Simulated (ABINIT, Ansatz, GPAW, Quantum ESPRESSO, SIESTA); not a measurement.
## One structure in several programs: InPd (Pm-3m, 2 atoms in the cell)

Self-consistent single point, at a second geometry (lattice scaled by 0.98). First geometry:

```
InPd
1.0
    3.29806     0.00000     0.00000
    0.00000     3.29806     0.00000
    0.00000     0.00000     3.29806
In Pd
1 1
Direct
  0.00000   0.00000   0.00000
  0.50000   0.50000   0.50000
```

Shared settings, as Ansatz (a quantum-chemistry and plane-wave program) writes them: kpoints.mp_grid.grid = 13 13 13; scf.occupations.method = gaussian; scf.occupations.width = 0.2 eV. Potentials and cutoffs stand in the table.

```
code                                                                                                                                model  ΔF from the first geometry (meV/atom)  pressure (GPa)       cutoff
----------------  -----------------------------------------------------------------------------------------------------------------------  -------------------------------------  --------------  -----------
Ansatz                                                                                                             PBE, default PAW files                                   31.0            9.04       420 eV
Quantum ESPRESSO                                                                          PBE, PSlibrary ultrasoft (PBE) pseudopotentials                                   34.5            8.27        50 Ry
SIESTA            GGA PBE, numerical atomic orbitals DZP, PseudoDojo PBE standard norm-conserving potentials (rewritten from UPF to PSML)                                   25.0            8.32  grid 300 Ry
ABINIT                                                                                                        PBE, PAW (JTH v2.0 PBE PAW)                                   30.9            8.95        48 Ry
GPAW                                                                                         PBE, GPAW PAW datasets PBE (gpaw-data 1.0.1)                                   29.0            8.73       600 eV
```

For Quantum ESPRESSO (by 1.4 GPa) the energy change implies a higher mean pressure, against the two pressures, than for the other programs: a sign of finite-basis (Pulay) stress.

On Ansatz's run: spin polarisation is off.

The spread over the programs that give each value: ΔF from the first geometry within 9.5 meV/atom; pressure within 0.77 GPa.

SIESTA uses small atom-centred bases, whose incompleteness enters pressures, forces and empty levels differently from a plane-wave cutoff. Ansatz's pressure is given at a fixed set of plane waves, as the other plane-wave codes print theirs; with its correction for the finite basis it is 9.13 GPa.

The starting cell comes from a database of computed structures (which also holds hypothetical and non-ambient phases and stackings), without a prior relaxation at this level. Its lattice was rescaled by a random factor within 2.5 % of one. For this run, on top of that: lattice scaled by 0.98.

Left out of this page: Elk and FLEUR (not drawn, or without a comparable value).

Keys are those of Ansatz 0.2.
